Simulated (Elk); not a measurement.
**A self-consistent single point of CdPt3 (Cmmm, 4 atoms in the cell) with Elk**

Method of the run: PBEsol, all-electron FP-LAPW, Elk's shipped species files, APW+lo basis with extra local orbitals (Elk).

This input was run:

```
tasks
  0

xctype
  22

rgkmax
  7.5

gmaxvr
  16.0

nxlo
  2

lorbcnd
  .true.

rmtscf
  0.89

lmaxi
  2

stype
  3

swidth
  0.00183747

avec
    5.4532299210   -7.4285322932    0.0000000000
    5.4532299210    7.4285322932    0.0000000000
    0.0000000000    0.0000000000    5.3567877482

sppath
  'species/'

atoms
  2   : nspecies
  'Cd.in'   : spfname
  1   : natoms; atposl, bfcmt below
  0.0000000000  0.0000000000  0.0000000000    0.0 0.0 0.0
  'Pt.in'   : spfname
  3   : natoms; atposl, bfcmt below
  0.5000000000  0.5000000000  0.0000000000    0.0 0.0 0.0
  0.0000000000  0.5000000000  0.5000000000    0.0 0.0 0.0
  0.5000000000  0.0000000000  0.5000000000    0.0 0.0 0.0

ngridk
  5 5 8
```

The program printed (abridged):

```
│ Elk code version 10.2.4 │

All units are atomic (Hartree, Bohr, etc.)

│ Ground-state run starting from atomic densities │

Lattice vectors :
   5.453229921      -7.428532293       0.000000000
   5.453229921       7.428532293       0.000000000
   0.000000000       0.000000000       5.356787748

Unit cell volume      :    434.0015284
Brillouin zone volume :   0.5715422578

Muffin-tin inner radius fraction :   0.1000000000E-01

Nuclei treated as point charges

Species :    1 (Cd)
 parameters loaded from : Cd.in
 name : cadmium
 nuclear charge    :   -48.00000000
 electronic charge :    48.00000000
 atomic mass :    204912.7175
 muffin-tin radius :    2.314000000
 number of radial points in muffin-tin :    597
 atomic positions (lattice), magnetic fields (Cartesian) :
   1 :   0.00000000  0.00000000  0.00000000    0.00000000  0.00000000  0.00000000

Species :    2 (Pt)
 parameters loaded from : Pt.in
 name : platinum
 nuclear charge    :   -78.00000000
 electronic charge :    78.00000000
 atomic mass :    355605.4398
 muffin-tin radius :    2.492000000
 number of radial points in muffin-tin :    697
 atomic positions (lattice), magnetic fields (Cartesian) :
   1 :   0.50000000  0.50000000  0.00000000    0.00000000  0.00000000  0.00000000
   2 :   0.00000000  0.50000000  0.50000000    0.00000000  0.00000000  0.00000000
   3 :   0.50000000  0.00000000  0.50000000    0.00000000  0.00000000  0.00000000

Total number of atoms per unit cell :    4

Spin treatment :
 spin-unpolarised

Number of Bravais lattice symmetries :    8
Number of crystal symmetries         :    8
Crystal has inversion symmetry
Real symmetric eigensolver will be used

k-point grid :      5     5     8
k-point offset :    0.000000000       0.000000000       0.000000000
k-point set is reduced with full crystal symmetry group
Total number of k-points :       45

Muffin-tin radius times maximum |G+k| :    7.500000000
 using average radius
Maximum |G+k| for APW functions       :    3.064351379
Maximum (1/2)|G+k|²                   :    4.695124687
Maximum |G| for potential and density :    16.00000000
 potential will be trimmed for |G| > 2 gkmax
Constant for pseudocharge density :   10
Radial integration step length :    4

G-vector grid sizes :     48    48    28
Number of G-vectors :    30033

Maximum angular momentum used for
 APW functions                      :    8
 outer part of muffin-tin           :    6
 inner part of muffin-tin           :    2

Total nuclear charge    :   -282.0000000
Total core charge       :    174.0000000
Total valence charge    :    108.0000000
Total excess charge     :    0.000000000
Total electronic charge :    282.0000000

Effective Wigner radius, rₛ :   0.7162278108

Number of empty states         :   16
Total number of valence states :   70
Total number of core states    :  174

Conduction state local-orbitals added automatically
Total number of local-orbitals :  382

Exchange-correlation functional :     22     0     0
 PBEsol, Phys. Rev. Lett. 100, 136406 (2008)
 gradient requirement :    1
 generalised gradient approximation (GGA)

Smearing type :    3
 Fermi-Dirac
Smearing width :   0.1837470000E-02
Effective electronic temperature (K) :    580.2271348

Mixing type :    3
 Broyden mixing, J. Phys. A: Math. Gen. 17, L317 (1984)

Kohn-Sham potential initialised from atomic data

│ Self-consistent loop started │
│ Loop number : 1 │
 total energy                :     -60904.5309527
│ Loop number : 2 │
 total energy                :     -60905.9395912
RMS change in Kohn-Sham potential (target) :   0.1973058625     (  0.1000000000E-05)
Absolute change in total energy (target)   :    1.408638506     (  0.1000000000E-03)
│ Loop number : 3 │
 total energy                :     -60909.3951405
RMS change in Kohn-Sham potential (target) :   0.1790577358     (  0.1000000000E-05)
Absolute change in total energy (target)   :    3.807708971     (  0.1000000000E-03)
│ Loop number : 4 │
 total energy                :     -60910.3938807
RMS change in Kohn-Sham potential (target) :   0.1689431657     (  0.1000000000E-05)
Absolute change in total energy (target)   :    1.950667363     (  0.1000000000E-03)
│ Loop number : 5 │
 total energy                :     -60911.1795911
RMS change in Kohn-Sham potential (target) :   0.1520392129     (  0.1000000000E-05)
Absolute change in total energy (target)   :    1.273377268     (  0.1000000000E-03)
│ Loop number : 6 │
 total energy                :     -60912.6945832
RMS change in Kohn-Sham potential (target) :   0.6984572960E-01 (  0.1000000000E-05)
Absolute change in total energy (target)   :    1.833336474     (  0.1000000000E-03)
│ Loop number : 7 │
 total energy                :     -60918.9876629
RMS change in Kohn-Sham potential (target) :   0.1001704865E-01 (  0.1000000000E-05)
Absolute change in total energy (target)   :    6.751413760     (  0.1000000000E-03)
│ Loop number : 8 │
 total energy                :     -60918.9588315
RMS change in Kohn-Sham potential (target) :   0.3537055688E-02 (  0.1000000000E-05)
Absolute change in total energy (target)   :    1.659022086     (  0.1000000000E-03)
│ Loop number : 9 │
 total energy                :     -60918.5404025
RMS change in Kohn-Sham potential (target) :   0.1695343139E-02 (  0.1000000000E-05)
Absolute change in total energy (target)   :   0.3673478757E-02 (  0.1000000000E-03)
│ Loop number : 10 │
 total energy                :     -60918.5388805
RMS change in Kohn-Sham potential (target) :   0.7090948781E-03 (  0.1000000000E-05)
Absolute change in total energy (target)   :   0.2440350814E-02 (  0.1000000000E-03)
│ Loop number : 11 │
 total energy                :     -60918.4649450
RMS change in Kohn-Sham potential (target) :   0.2071924537E-03 (  0.1000000000E-05)
Absolute change in total energy (target)   :   0.7454565298E-01 (  0.1000000000E-03)
│ Loop number : 12 │
 total energy                :     -60918.4141338
RMS change in Kohn-Sham potential (target) :   0.4080397380E-04 (  0.1000000000E-05)
Absolute change in total energy (target)   :   0.6944764539E-01 (  0.1000000000E-03)
│ Loop number : 13 │
 total energy                :     -60918.4095822
RMS change in Kohn-Sham potential (target) :   0.1806735465E-04 (  0.1000000000E-05)
Absolute change in total energy (target)   :   0.2191341620E-01 (  0.1000000000E-03)
│ Loop number : 14 │
 total energy                :     -60918.4090350
RMS change in Kohn-Sham potential (target) :   0.6008046493E-05 (  0.1000000000E-05)
Absolute change in total energy (target)   :   0.6025638671E-02 (  0.1000000000E-03)
│ Loop number : 15 │
 total energy                :     -60918.4092932
RMS change in Kohn-Sham potential (target) :   0.1695519315E-05 (  0.1000000000E-05)
Absolute change in total energy (target)   :   0.1248166169E-02 (  0.1000000000E-03)
│ Loop number : 16 │
 total energy                :     -60918.4095359
RMS change in Kohn-Sham potential (target) :   0.7597764022E-06 (  0.1000000000E-05)
Absolute change in total energy (target)   :   0.6936408317E-04 (  0.1000000000E-03)
Convergence targets achieved

│ Loop number : 17 │

Energies :
 Fermi                       :     0.381989914653
 sum of eigenvalues          :     -37329.5306795
 electron kinetic            :      69168.7074412
 core electron kinetic       :      66510.3603287
 Coulomb                     :     -128878.365290
 Coulomb potential           :     -104906.706193
 nuclear-nuclear             :     -4846.69641012
 electron-nuclear            :     -143156.631568
 Hartree                     :      19124.9626876
 Madelung                    :     -76425.0121941
 xc potential                :     -1591.53192800
 exchange                    :     -1189.80975810
 correlation                 :     -18.9414190969
 electron entropic           :    -0.644772956773E-03
 total energy                :     -60918.4096712

Density of states at Fermi energy :    53.31400146
 (states/Hartree/unit cell)

Estimated indirect band gap :   0.3642197181E-03
 from k-point     26 to k-point     28
Estimated direct band gap   :   0.6417073400E-02
 at k-point     28

Charges :
 core                        :    174.0000000
 valence                     :    108.0000000
 interstitial                :    6.639442153
 muffin-tins (core leakage)
  species :    1 (Cd)
   atom    1                 :    46.09592738     (  0.1129491014E-02)
  species :    2 (Pt)
   atom    1                 :    76.40377556     (  0.7769061491E-03)
   atom    2                 :    76.43042745     (  0.7821229280E-03)
   atom    3                 :    76.43042745     (  0.7821229280E-03)
 total in muffin-tins        :    275.3605578
 total calculated charge     :    281.9864089
 total charge                :    282.0000000
 error                       :   0.1359111387E-01

│ Self-consistent loop stopped │
```

The run converged in 17 iterations. The count includes the last loop, which Elk runs after its targets are met.

The starting cell comes from a database of computed structures (which also holds hypothetical and non-ambient phases and stackings), without a prior relaxation at this level. Spin-orbit coupling is off. Spin polarisation is off. Values depend on the basis (sphere radii, cutoffs, local orbitals), which need not be converged. The log's line on a gap gives a spacing of levels on this mesh, which the program prints for metals too.

Cost on one core of a shared machine: roughly 2 min.
